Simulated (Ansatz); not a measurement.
Ag, response to strain

Start from Ag in the fcc (Cu type) structure (space group Fm-3m, No. 225; a = 4.105 Å; relaxed with 0.1 eV smearing). Axes: x, y, z lie along the cube axes.

Strains are applied to the cell and any free atomic positions relax; under biaxial strain the out-of-plane vector relaxes too; under stress the whole cell relaxes.

Computed with Ansatz (a first-principles code), r2SCAN, PAW, cutoff 500 eV, no spin-orbit coupling, earlier PAW set.

Notes on the quantities. energy relative to the base: free energy F; pressure: mean of the normal stresses, compression positive.

```tsv
variant	energy relative to the base	pressure	shortest interatomic distance
base	0 meV/atom	0.0 GPa	2.902 Å
biaxial strain +1.43 %, plane normal [001], relaxed out of plane	+1.5 meV/atom	-0.6 GPa	2.892 Å
biaxial strain +4.88 %, plane normal [001], relaxed out of plane	+13 meV/atom	-1.3 GPa	2.869 Å
isotropic strain −0.55 %	?	?	2.886 Å
uniaxial strain ε_xx = −1.43 %	+1.4 meV/atom	1.6 GPa	2.882 Å
uniaxial strain ε_xx = +3.05 %	+5.8 meV/atom	-2.8 GPa	2.902 Å
uniaxial strain ε_yy = −0.41 %	+0.1 meV/atom	0.4 GPa	2.896 Å
uniaxial strain ε_zz = −1.55 %	+1.7 meV/atom	1.7 GPa	2.880 Å
uniaxial stress, 3 GPa tension along x	+8.3 meV/atom	–	2.844 Å
uniaxial stress, 2 GPa tension along x	+3.8 meV/atom	–	2.860 Å
```

Task: What belongs in the blanks?

Result: 
- isotropic strain −0.55 %, energy relative to the base: +1.6 meV/atom
- isotropic strain −0.55 %, pressure: 1.8 GPa

Stability under load was not tested beyond the relaxation.
